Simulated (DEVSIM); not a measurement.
# CdTe n+/n-/n+ resistor

System: CdTe n+/n-/n+ resistor, at 400 K.

| layer (left to right) | material | thickness (μm) | Nd (cm⁻³) | τn (s) | τp (s) |
|---|---|---|---|---|---|
| 1 | CdTe | 0.430 | 3.2e17 | 2.6e-9 | 2.6e-9 |
| 2 | CdTe | 0.860 | 5.7e14 | 2.6e-9 | 2.6e-9 |
| 3 | CdTe | 0.150 | 2.4e17 | 2.6e-9 | 2.6e-9 |

Left contact: ohmic. Right contact: ohmic. Voltage is applied to the left contact. Recombination: SRH at mid-gap, radiative, Auger. Mobility is μmin + (μ − μmin)/(1 + (N/Nref)^α).

The device is made up for the run: typed textbook-type constants, with dimensions and the other settings drawn at random. Values at 300 K; Nc and Nv go as T^1.5, mobilities as T to minus their exponent, the gap by Varshni's rule with the affinity fixed.

| parameter | CdTe |
|---|---|
| gap (eV) | 1.5 |
| affinity (eV) | 4.28 |
| permittivity | 10.2 |
| Nc (cm⁻³) | 8e17 |
| Nv (cm⁻³) | 1.8e19 |
| μn (cm²/Vs) | 1000 |
| μp (cm²/Vs) | 80 |
| μn,min | 100 |
| μp,min | 10 |
| Nref,n | 1e17 |
| Nref,p | 1e17 |
| αn | 0.6 |
| αp | 0.6 |
| T exponent of μn | 1.7 |
| T exponent of μp | 1.5 |
| B (cm³/s) | 1e-10 |
| Cn (cm⁶/s) | 1e-30 |
| Cp (cm⁶/s) | 1e-30 |
| Varshni α (eV/K) | 0.00031 |
| Varshni β (K) | 108 |

Simulated with DEVSIM: 1D drift-diffusion, Boltzmann statistics, complete ionisation; no tunnelling, impact ionisation, image-force lowering or self-heating.

```
Property                            Result
---------------------------------  -------
Dark forward voltage at 100 A/cm²  0.065 V
```

Dark forward current:

```
V (V)  J (A/cm²)
-----  ---------
0.05          81
0.10         160
0.20         340
0.25         430
0.35         630
0.40         730
0.50         960
0.55        1100
0.65        1300
0.70        1500
0.75        1600
0.85        1900
0.90        2000
1.00        2400
1.05        2500
1.15        2900
1.20        3100
1.30        3400
1.35        3600
1.40        3800
1.50        4200
1.55        4400
1.65        4900
1.70        5100
1.80        5600
1.85        5800
1.95        6300
2.00        6500
```
